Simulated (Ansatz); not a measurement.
**Pressure series in BP**

Consider BP in the zinc blende structure (space group F-43m, No. 216; a = 4.5366 Å).

Cell and atoms are relaxed at each pressure.

Calculations: Kohn–Sham DFT with the r2SCAN functional, run in Ansatz (a quantum-chemistry and plane-wave program) with PAW and 500 eV plane waves, no spin-orbit coupling.

| P (GPa) | V (Å³/atom) |
|---|---|
| -1.99 | 11.812 |
| -1.00 | 11.740 |
| 1.81 | 11.549 |
| 4.21 | 11.396 |
| 9.00 | 11.118 |
| 18.00 | 10.668 |
| 29.99 | 10.174 |
| 44.99 | 9.672 |
| 59.99 | 9.260 |

A third-order Birch–Murnaghan fit to these points gives V₀ = 11.67 Å³/atom, B₀ = 170 GPa and B₀′ = 3.7. At pressure 60 GPa the volume is 79.3 % of V₀.

Measured bulk modulus of BP: 176.5 GPa (static lattice; corrected from measurement; as listed in Tamar Goldzak et al., The Journal of Chemical Physics (2022)); the computed value is 4 % below it.

Load acts through the strain it causes; cell and atoms are relaxed under it. Whether these cells are dynamically stable was not tested. Competing high-pressure phases were not computed.
